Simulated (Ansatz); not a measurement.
## GaN, response to strain

Take GaN in the zinc blende structure (space group F-43m, No. 216) as the base.

```
CELL_PARAMETERS angstrom
      0.00000     2.22769     2.22769
      2.22769     0.00000     2.22769
      2.22769     2.22769     0.00000
ATOMIC_POSITIONS crystal
  Ga 0.00000 0.00000 0.00000
  N  0.25000 0.25000 0.25000
```

Cartesian axes are those of the cell as printed.

Strains are applied to the cell and any free atomic positions relax; under biaxial strain the out-of-plane vector relaxes too.

Calculations: LDA (Ansatz, an electronic-structure program), without spin-orbit coupling.

Candidates:
(a) biaxial strain −2.00 %, plane normal [001], relaxed out of plane
(b) biaxial strain −1.50 %, plane normal [001], relaxed out of plane
(c) biaxial strain +2.50 %, plane normal [001], relaxed out of plane
(d) biaxial strain +1.00 %, plane normal [001], relaxed out of plane

Question: Order them by out-of-plane strain, highest first.

Answer: (a) biaxial strain −2.00 %, plane normal [001], relaxed out of plane (+2.14 %), (b) biaxial strain −1.50 %, plane normal [001], relaxed out of plane (+1.61 %), (d) biaxial strain +1.00 %, plane normal [001], relaxed out of plane (-1.11 %), (c) biaxial strain +2.50 %, plane normal [001], relaxed out of plane (-2.83 %)

Whether these cells are dynamically stable was not tested. This is not the structure that GaN has at room temperature and ambient pressure.
